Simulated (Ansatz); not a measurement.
Fluorite PbF₂ (high-temperature phase) was calculated with LDA (Ansatz, a first-principles code, PAW).

Run with plane-wave cutoff 500 eV, 12×12×12 k mesh, gaussian smearing 0.02 eV, scalar-relativistic PAW data made under PBE.

Cell (relaxed at this level):

PbF2 has the cubic space group Fm-3m (No. 225), the fluorite structure, Pearson symbol cF12. Lattice parameters: a = 5.8120 Å, b = 5.8120 Å, c = 5.8120 Å, α = 90.00°, β = 90.00°, γ = 90.00°. Pb on 4a has 8 F at 2.517 Å (cubic). F on 8c is coordinated by 4 Pb at 2.517 Å (tetrahedral). (Neighbours: up to the widest gap in distance over summed covalent radii, below 1.35, at either atom; cation-cation and far metal-metal contacts left out.)
(The calculation used a cell of 3 atoms; values per cell refer to that cell.)

Q: Predict the band gap.

A: 
- band gap = 4.25 eV (on the SCF k mesh)

Spin–orbit coupling is not included; with these elements it can move the gap by several tenths of an eV or more.

Computed values are for the static lattice.
